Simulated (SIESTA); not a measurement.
SIESTA run on MgNiF6 (R-3, 8 atoms in the cell): self-consistent single point.

Computed with SIESTA with GGA PBEsol, numerical atomic orbitals TZP, PseudoDojo PBEsol standard norm-conserving potentials (rewritten from UPF to PSML).

```xyz
8
Lattice="2.4015 1.3865 4.3571 -2.4015 1.3865 4.3571 0.0000 -2.7730 4.3571" Properties=species:S:1:pos:R:3 pbc="T T T"
Mg     0.0000     0.0000     6.5356
Ni     0.0000     0.0000     0.0000
F     -0.9519     1.3228     5.3875
F      0.9519    -1.3228     7.6838
F     -0.6696    -1.4858     5.3875
F      0.6696     1.4858     7.6838
F      1.6215     0.1630     5.3875
F     -1.6215    -0.1630     7.6838
```

Reference input (self-consistent single point, DFT, LDA PW92, numerical atomic orbitals TZP, PseudoDojo LDA standard norm-conserving potentials (rewritten from UPF to PSML)): XC.functional = LDA; XC.authors = PW92; potentials = PseudoDojo LDA standard; PAO.BasisSize = TZP; PAO.EnergyShift = 0.01 Ry; MeshCutoff = 300 Ry; kgrid.MonkhorstPack = 6 6 6; OccupationFunction = FD; ElectronicTemperature = 1578.21 K; MaxSCFIterations = 150; SCF.Mixer.Method = Pulay; SCF.Mixer.Weight = 0.2. This run's input differs from it in these lines:

```diff
@@ -1,2 +1,2 @@
-# files in the folder: Mg.psml Ni.psml F.psml (PseudoDojo LDA standard)
+# files in the folder: Mg.psml Ni.psml F.psml (PseudoDojo PBEsol standard)
 SystemName  MgNiF6
@@ -29,4 +29,4 @@
 
-XC.functional                LDA
-XC.authors                   PW92
+XC.functional                GGA
+XC.authors                   PBEsol
 PAO.BasisSize                TZP
```

Log, with long lists cut:

```
        iscf     Eharris(eV)        E_KS(eV)     FreeEng(eV)     dDmax    Ef(eV) dHmax(eV)
   scf:    1   -10086.557316   -10151.884536   -10151.897458  1.507796 -1.056208 43.019158
   scf:    2   -10195.118485   -10183.342236   -10183.347691  0.824103 -6.459078  5.971252
   scf:    3   -10183.271378   -10183.813684   -10183.823739  0.099229 -7.078313  3.474763
   scf:    4   -10180.146485   -10182.864467   -10182.878626  0.097769 -6.593951  7.561667
   scf:    5   -10172.771766   -10181.096648   -10181.165084  0.199450 -7.650286 11.899287
   [... 5 lines left out ...]
   scf:   11   -10184.011213   -10184.011248   -10184.039116  0.000108 -7.123895  0.011790
   scf:   12   -10184.011180   -10184.011215   -10184.039119  0.000116 -7.124526  0.001152
   scf:   13   -10184.011193   -10184.011204   -10184.039119  0.000035 -7.124702  0.001827
   scf:   14   -10184.011216   -10184.011210   -10184.039119  0.000020 -7.124587  0.000017
SCF Convergence by DM+H criterion
max |DM_out - DM_in|         :     0.0000200042
max |H_out - H_in|      (eV) :     0.0000169422
SCF cycle converged after 14 iterations

Using DM_out to compute the final energy and forces

siesta: E_KS(eV) =           -10184.0112

siesta: E_KS - E_eggbox =    -10184.0112

siesta: Atomic forces (eV/Ang):
     1    0.000000   -0.000000   -0.000000
     2   -0.000000   -0.000000    0.000000
     3    0.162668    0.117502    0.115629
     4   -0.162667   -0.117502   -0.115629
     5   -0.183094    0.082126    0.115630
     6    0.183094   -0.082126   -0.115630
     7    0.020424   -0.199627    0.115630
     8   -0.020424    0.199628   -0.115630
   Tot    0.000000    0.000000   -0.000000
   Max    0.199628
   Res    0.115800    sqrt( Sum f_i^2 / 3N )
   Max    0.199628    constrained

   [... lines left out ...]
siesta: FreeEng =    -10184.039119
siesta: Cell volume =         87.044678 Ang**3
siesta:         -33.85368921        -28.98762583  kBar
   [... lines left out ...]

              0.005

mulliken: Qtot =       70.000

Mulliken Atomic Populations:
Atom #   charge [q] valence [e]  Species
     1     0.737213    9.262787  Mg
     2     0.756457   17.243543  Ni
     3    -0.248945    7.248945  F
     4    -0.248945    7.248945  F
     5    -0.248945    7.248945  F
     6    -0.248945    7.248945  F
     7    -0.248945    7.248945  F
     8    -0.248945    7.248945  F
 Total    -0.000000
```

The run converged in 14 iterations. Against the reference run the pressure goes from -9.62 to -3.39 GPa, the largest force goes from 0.054 to 0.232 eV/Å and the gap on the mesh goes from 1.155 to 1.222 eV.

The starting cell comes from a database of computed structures (which also holds hypothetical and non-ambient phases and stackings), without a prior relaxation at this level. Values carry the incompleteness of an atom-centred basis. With a pressure of about -3 GPa the cell is away from its equilibrium volume at this level.

Cost on one core of a shared machine: roughly 40 s.
